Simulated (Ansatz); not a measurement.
Consider Ag in the fcc (Cu type) structure (space group Fm-3m, No. 225; a = 4.0538 Å; relaxed with 0.1 eV smearing).

The values are results of PBEsol, PAW, 420 eV (Ansatz, an electronic-structure program; spin-orbit coupling left out), not measurements.

Before the change:

```
Quantity   Result
--------  -------
Pressure  0.0 GPa
```

Modification: the cell is scaled by 0.9900 in all directions, atoms relaxed at fixed cell.

**Question.** What does the calculation give for the pressure and energy relative to the base after the change?

**Answer.** The pressure goes from zero to 3.9 GPa; the energy grows by 5.8 meV/atom.

The cells carry an imposed strain or load. Whether these cells are dynamically stable was not tested.
